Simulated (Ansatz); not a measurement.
Start from AlN in the rock salt structure (space group Fm-3m, No. 225; a = 4.0452 Å; a model cell, its experimental status unchecked). Axes: x, y, z lie along the cube axes.

Now apply this change: tensile biaxial strain of 3.56 % in the plane normal to [001], as in epitaxy on a mismatched substrate; the out-of-plane cell vector and the atoms relax.

Levels (all Ansatz, a program for electronic structure, PAW): PBEsol (420 eV, without spin-orbit coupling); r2SCAN (500 eV, no SOC); HSE06 (420 eV, without spin-orbit coupling).

At the geometry relaxed with PBEsol, these levels gave the following band gaps, in shuffled order: (a) 4.60 eV, (b) 3.70 eV, (c) 5.10 eV.

Q: Match each gap to its level.

A: (a) r2SCAN; (b) PBEsol; (c) HSE06.

Single points use the geometry relaxed with PBEsol. HSE06 gaps are upper bounds (no full band path). Stability against distortions was not tested. The base started in P3_121 and relaxed to Fm-3m at this level. This is not the structure that AlN has at room temperature and ambient pressure.
